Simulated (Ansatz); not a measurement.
Take NaCl in the NiAs type structure (space group P6_3/mmc, No. 194; a = 3.857 Å, c = 6.986 Å; a cell from a computed database, its experimental status unchecked) as the base.

The values are results of PBEsol (Ansatz, a first-principles code; PAW; 420 eV plane waves; scalar-relativistic without spin-orbit coupling), not measurements.

For the base:

The electron mass is 0.39 mₑ (at Γ), the volume per atom comes out as 22.50 Å³ and the valley order comes out as Γ 4.38 eV.

The change: cell and atoms relaxed at a pressure of 7.5 GPa.

### Question
Estimate the effect on the electron mass.

### Answer
The electron mass goes from 0.39 mₑ (at Γ) to 0.36 mₑ along c, 0.39 mₑ across (at Γ).

### Question
Estimate the effect on the volume per atom.

### Answer
The volume per atom shrinks by 3.99 Å³ (22.50 Å³ → 18.51 Å³).

### Question
How does this affect the valence-band top at Γ?

### Answer
The valence-band top at Γ (three highest levels, from the VBM) comes out as 0.00, 0.00, -0.30 eV.

### Question
Estimate the effect on the valley order.

### Answer
The valley order (the lowest conduction-band minima on the path, energy above the VBM, named in the base's zone) goes from Γ 4.38 eV to Γ 5.16 eV; M (1/2, 0, 0) 5.95 eV.

The levels and masses belong to the bands next to the band gap. Load acts through the strain it causes; cell and atoms are relaxed under it. Effective masses come from finite differences of ±0.01 Å⁻¹. Whether these cells are dynamically stable was not tested. Competing high-pressure phases were not computed. The base started in P-62m and relaxed to P6_3/mmc at this level. This is not the structure that NaCl has at room temperature and ambient pressure.
